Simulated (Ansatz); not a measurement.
TiB2: pressure series

Take TiB2 (space group P6/mmm, No. 191; a = 3.032 Å, c = 3.224 Å) as the base.

Cell and atoms are relaxed at each pressure.

The values are results of PBE, PAW, 420 eV (Ansatz, a program for electronic structure; no SOC), earlier PAW set, not measurements.

```tsv
P (GPa)	V (Å³/atom)
-2.00	8.625
-1.00	8.590
3.00	8.456
7.00	8.332
14.98	8.107
30.00	7.751
50.00	7.369
75.00	6.989
100.00	6.681
```

A third-order Birch–Murnaghan fit to these points gives V₀ = 8.56 Å³/atom, B₀ = 251 GPa and B₀′ = 3.9. At pressure 100 GPa the volume is 78.1 % of V₀.

Load acts through the strain it causes; cell and atoms are relaxed under it. Whether these cells are dynamically stable was not tested. Competing high-pressure phases were not computed. All final runs are without spin polarisation.
